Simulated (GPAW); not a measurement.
Worked example: self-consistent single point of Ba₃Sr (Fm-3m, 4 atoms in the cell) in GPAW.

Level of theory: PBEsol, GPAW PAW datasets PBEsol (made by gpaw-setup) (plane waves; GPAW 25.7.0).

```
CELL_PARAMETERS angstrom
      0.00000     5.06997     5.06997
      5.06997     0.00000     5.06997
      5.06997     5.06997     0.00000
ATOMIC_POSITIONS crystal
  Ba 0.25000 0.25000 0.25000
  Ba 0.75000 0.75000 0.75000
  Ba 0.50000 0.50000 0.50000
  Sr 0.00000 0.00000 0.00000
```

Reference input (self-consistent single point, DFT PBEsol, plane waves, GPAW PAW datasets PBEsol (made by gpaw-setup)): mode = pw; ecut = 600 eV; xc = PBEsol; kpts = 7 7 7; mesh shift (steps) = 0 0 0; occupations.name = fermi-dirac; occupations.width = 0.1 eV; nbands = -8; symmetry.symmorphic = false; symmetry.tolerance = 0.0005; maxiter = 120. This run's input differs from it in these lines:

```diff
@@ -16,3 +16,3 @@
             xc='PBEsol',
-            kpts=(7, 7, 7),
+            kpts={'size': (4, 4, 4), 'gamma': True},
             occupations=FermiDirac(0.1),
```

Output, abridged:

```
     iter     time        total  log10-change:
                         energy   eigst   dens
iter:   1 --:--:--    -7.512219
iter:   2 --:--:--    -8.198025   -0.93  -1.26
iter:   3 --:--:--    -8.012321   -1.11  -1.30
iter:   4 --:--:--    -7.979241   -1.80  -1.60
iter:   5 --:--:--    -8.016462   -2.19  -1.98
iter:   6 --:--:--    -8.054011   -2.21  -2.04
iter:   7 --:--:--    -8.066346   -2.77  -2.26
iter:   8 --:--:--    -8.074183   -3.01  -2.32
iter:   9 --:--:--    -8.072540c  -3.24  -2.27
iter:  10 --:--:--    -8.072311c  -4.05  -2.84
iter:  11 --:--:--    -8.072341c  -4.57  -2.81
iter:  12 --:--:--    -8.072513c  -4.85  -2.76
iter:  13 --:--:--    -8.072466c  -5.43  -3.40
   [... 6 lines left out ...]
iter:  20 --:--:--    -8.072429c  -6.46  -3.59
iter:  21 --:--:--    -8.072407c  -5.40  -3.62
iter:  22 --:--:--    -8.072445c  -5.40  -3.61
iter:  23 --:--:--    -8.072408c  -6.47  -3.68
iter:  24 --:--:--    -8.072405c  -7.00  -4.27c
iter:  25 --:--:--    -8.072405c  -8.18c -4.46c
Converged after 25 iterations.

Dipole moment: (0.000000, 0.000000, 0.000000) |e|*Ang

Energy contributions relative to reference atoms: (reference = -750016.769726)

Kinetic:         -5.512172
Potential:      +11.244868
External:        +0.000000
XC:             -13.481571
Entropy (-ST):   -0.181411
Local:           -0.232824
SIC:             +0.000000
--------------------------
Free energy:     -8.163111
Extrapolated:    -8.072405

Showing only first 2 kpts
 Kpt  Band  Eigenvalues  Occupancy
  0    18      3.82048    1.94892
  0    19      4.39661    0.21443
  0    20      4.39661    0.21443
  0    21      4.39661    0.21443

  1    18      3.98826    1.75392
  1    19      4.01873    1.68027
  1    20      4.13601    1.23854
  1    21      4.61706    0.02614

Fermi level: 4.18465

No gap
No difference between direct/indirect transitions
Energy (eV): -8.072405

Forces in eV/Ang:
  0 Ba    0.00000    0.00000    0.00000
  1 Ba    0.00000    0.00000    0.00000
  2 Ba    0.00000    0.00000    0.00000
  3 Sr   -0.00000   -0.00000    0.00000

Stress tensor:
     0.006819     0.000000     0.000000
     0.000000     0.006819     0.000000
     0.000000     0.000000     0.006819
Stress (GPa, Voigt): [1.0925 1.0925 1.0925 0.     0.     0.    ]
```

The run converged in 25 iterations. GPAW prints stress with tension positive. Against the reference run the free energy drops by 3.3 meV/atom and the pressure stays at -1.09 GPa.

The starting cell comes from a database of computed structures (which also holds hypothetical and non-ambient phases and stackings), without a prior relaxation at this level. Its lattice was rescaled by a random factor within 2.5 % of one.

Cost on one core of a shared machine: roughly 60 s.
